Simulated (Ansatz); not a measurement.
For NbSi2 (model structure, started from the Al2Cu type, I4/mcm, No. 140, 6 atoms in the cell), PBE in Ansatz (plane waves, PAW) gives:

| Quantity | Value |
|---|---|
| equilibrium lattice constant a | 6.100 Å |
| c axis length | 5.452 Å |
| formation enthalpy | -0.006 eV/atom |

Problem. What does PBE-D3(BJ) in Ansatz (PAW) give for the same quantities?

Solution. 
- lattice constant a: 5.979 Å (shrinks by 2.0 %)
- lattice parameter c: 5.470 Å (grows by 0.3 %)
- formation enthalpy: -0.051 eV/atom (moves by -0.045 eV/atom)

Changes are worked out from the printed values.

Unless a cell is named, each level is at its own relaxed cell (PBE 16.91, PBE-D3(BJ) 16.30 Å³/atom).

Ansatz's density-functional and Hartree–Fock values are scalar-relativistic unless marked +SOC, with PAW data made under PBE.

A model structure was made by putting elements into a prototype or built by hand; it is no filed structure, need not be a known phase, and can be a saddle point held by its symmetry.

Ansatz is an electronic-structure program.
